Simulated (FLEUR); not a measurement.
Band structure of Pt (Fm-3m, 1 atom in the cell).

```
Pt
1.0
    0.00000     1.96000     1.96000
    1.96000     0.00000     1.96000
    1.96000     1.96000     0.00000
Pt
1
Direct
  0.00000   0.00000   0.00000
```

Method: PBE, all-electron FLAPW (FLEUR), scalar-relativistic valence.

Settings: Kmax = 4.1 1/bohr; GmaxXC = 14.3 1/bohr; xcFunctional = pbe; jspins = 1; l_soc = F; mode = hist; fermiSmearingEnergy = 0.00499791 Htr; mesh (inpgen div1-3) = 12 12 12; inpgen gamma flag = true; Gmax = 14.3 1/bohr; numbands = 0; maxIterBroyd = 15; imix = Anderson; alpha = 0.05.

The starting cell has typed, rounded lattice constants, without a prior relaxation at this level. Spin-orbit coupling is off. Spin polarisation is off. Values depend on the basis (sphere radii, cutoffs, local orbitals), which need not be converged.

Levels in eV from the Fermi level, bands 5 to 12:
```
point      5      6      7      8      9     10     11     12
-----  -----  -----  -----  -----  -----  -----  -----  -----
Γ      -3.82  -3.82  -3.82  -1.66  -1.66  14.61  19.57  19.57
X      -6.66  -0.01   0.48   0.48   1.77   8.95  11.41  11.41
W      -4.59  -4.59  -2.03   0.49   7.15   8.33   8.33  12.23
K      -5.51  -2.88  -1.34  -0.19   5.75   6.77  10.22  14.77
L      -3.89  -3.89  -0.49   0.03   0.03   5.88  14.18  18.98
U      -5.51  -2.88  -1.34  -0.19   5.75   6.77  10.22  14.77
```
